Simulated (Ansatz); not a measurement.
**Worked example: self-consistent single point of Zn (P6_3/mmc, 2 atoms in the cell) in Ansatz (a program for electronic structure)**

Method of the run: PBE (plane waves, PAW; Ansatz).

Input as run:

Ansatz 0.2 input:
```yaml
# Zn
crystal:
  lattice:
    - [1.33665000, -2.31514600, 0.00000000]
    - [1.33665000, 2.31514600, 0.00000000]
    - [0.00000000, 0.00000000, 4.97475000]
  atoms:
    - { symbol: Zn, position: [0.33333333, 0.66666667, 0.25000000] }
    - { symbol: Zn, position: [0.66666667, 0.33333333, 0.75000000] }
basis:
  ecutwfc: 420.0
kpoints:
  mp_grid:
    grid: [14, 14, 7]
hamiltonian:
  xc: pbe
  pseudopotentials:
    kind: paw
scf:
  occupations:
    method: gaussian
    width: 0.1
output:
  forces: true
  eigenvalues: true
  stress: true
```

Output, abridged:

```
WARN ansatz: RAYON_NUM_THREADS=1 ignored (pool sized by the plan → 1); use --threads N
Pseudopotentials: kind: paw
Pseudopotential: Zn, paw, valence charge 12
Crystal: 2 atoms, lattice volume = 30.789 Å³
Basis set: ecut = 420 eV, 647 PW (Γ), exchange–correlation on 36×36×72 points (8 copies of the dense FFT grid, shifted against one another)
Bands: 16, of which v1, the nominal top of the filled ones, is band 12 counted from 1 (11 counted from 0)
Symmetry: 24 space group operations
Space group: P63/mmc (ITA 194), of the structure as read, at distance tolerance 3.1e-5 Å
k-points: 96 of 1372
Initial density: superposition of atomic densities (neutral atoms: chi_scale 0, normalization atom), corrected by the library's trained network
Initial wavefunctions: pseudopotential atomic-orbital guess
Eigensolver: davidson
Functional: x = pbe(κ = 0.804, μ = 0.2195149727645171), c = pbe(β = 0.06672455060314922)
SCF iter   1: F=—  HF=-6638.050254 eV  |F-HF|=—  |Δ(HF+E_count)|=         —  Δρ=1.29e-3  dr2=3.52e-4  ethr=1.77e-3  ⟨swp⟩=5.0  Hψ=7619  notcnv=0
all-band conjugate gradients solve this SCF's bands
preconditioner: auto → none
SCF iter   2: F=—  HF=-6638.050361 eV  |F-HF|=—  |Δ(HF+E_count)|=   1.06e-4  Δρ=8.04e-4  dr2=1.58e-4  ethr=1.47e-6  ⟨swp⟩=2.2  Hψ=3471  notcnv=0
SCF iter   3: F=—  HF=-6638.050344 eV  |F-HF|=—  |Δ(HF+E_count)|=   1.71e-5  Δρ=3.81e-4  dr2=2.88e-5  ethr=6.58e-7  ⟨swp⟩=2.0  Hψ=2618  notcnv=0
SCF iter   4: F=—  HF=-6638.050353 eV  |F-HF|=—  |Δ(HF+E_count)|=   9.31e-6  Δρ=1.98e-4  dr2=7.20e-6  ethr=1.20e-7  ⟨swp⟩=1.3  Hψ=1633  notcnv=0
SCF iter   5: F=—  HF=-6638.050353 eV  |F-HF|=—  |Δ(HF+E_count)|=   4.37e-7  Δρ=6.00e-5  dr2=6.38e-7  ethr=3.00e-8  ⟨swp⟩=2.3  Hψ=2663  notcnv=0
SCF iter   6: F=-6638.050353 eV  HF=-6638.050353 eV  |F-HF|=3.40e-9  |Δ(HF+E_count)|=   1.51e-7  Δρ=4.38e-6  dr2=3.75e-9  ethr=4.17e-10  ⟨swp⟩=4.0  Hψ=7451  notcnv=0
SCF 1 converged in 6 iterations: F = -6638.050353 eV  dr2 = 3.75e-9
SCF converged after 6 iterations
Free energy (F): -6638.050353 eV
Harris-Foulkes:  -6638.050353 eV  (|F-HF|=3.40e-9)
Internal energy: -6638.047001 eV  (E = F + TS)
E sigma→0 (E₀):  -6638.048677 eV
Entropy (-TS):   -0.003353 eV (-1.676 meV/atom)
Fermi energy:    10.834473 eV
--- Per-component energies (eV) ---
  E_band       = 93.873965
  E_kinetic    = 261.690675
  E_local      = -3089.907914  (includes V_loc(G=0)·N_el)
  E_nonlocal   = 1221.199085
  E_hartree    = 1294.820790
  E_xc         = -275.246106
  E_vxc        = -104.991251  (∫ρ·V_xc dr)
  E_paw        = -3649.750440  (= ΣΔE_a)
  E_vpaw       = -783.754184  (= ΣTr[D̂ρ^β])
  E_aug_tail   = -0.000739  (compensation charges beyond the density's cutoff)
  E_ewald      = -2400.852350
  E_smearing   = -0.003353  (= −TS)
  E_closure    = -0.000000  (closes the sum)
  Σ components = -6638.050353   (vs F -6638.050353, Δ=0.00e0)
--- Forces (eV/Å), atoms counted from 1 ---
  atom   1  Zn    -0.00000000     0.00000000     0.00000000
  atom   2  Zn    -0.00000000    -0.00000000     0.00000000
  max |Σ_I F_I| component: 5.55e-17 eV/Å
--- Stress (GPa, compression-positive) ---
       -0.838361       0.000000       0.000000
        0.000000      -0.838361       0.000000
        0.000000       0.000000      -1.718787
  P = ⅓ Tr σ = -1.1318 GPa (-11.318 kbar)
  The stress holds the Pulay correction. Without it, at fixed plane waves, as pw.x and ABINIT print it: P = -1.2363 GPa
--- Band table (eV; the first three rows and the last of 96) ---
  k-point 0: bands = ["0.5576", "2.3268", "3.0110", "3.2397", "3.2397", "3.2879", "3.2879", "3.6118", "3.6118", "3.8132", "3.8132", "7.2795", "7.7971", "24.2132", "27.7722", "28.1074"]
  k-point 1: bands = ["0.6791", "2.3143", "3.0142", "3.2382", "3.2382", "3.2827", "3.2827", "3.6257", "3.6257", "3.8062", "3.8062", "5.8468", "9.4969", "22.3191", "28.2290", "28.2290"]
  k-point 2: bands = ["1.0300", "2.2494", "3.0386", "3.2371", "3.2371", "3.2692", "3.2692", "3.6615", "3.6615", "3.7851", "3.7851", "4.4957", "11.6711", "19.4763", "28.5781", "28.5781"]
  k-point 95: bands = ["2.9413", "2.9770", "3.0801", "3.0890", "3.2419", "3.3041", "3.4682", "3.4911", "3.7944", "3.8126", "11.1795", "11.2528", "12.3801", "12.5413", "13.6031", "14.4125"]
```

The run converged in 6 iterations.

The starting cell has typed, rounded lattice constants, without a prior relaxation at this level. Its lattice was rescaled by up to half a per cent. Ansatz's pressure includes its estimate of the finite-basis (Pulay) stress.
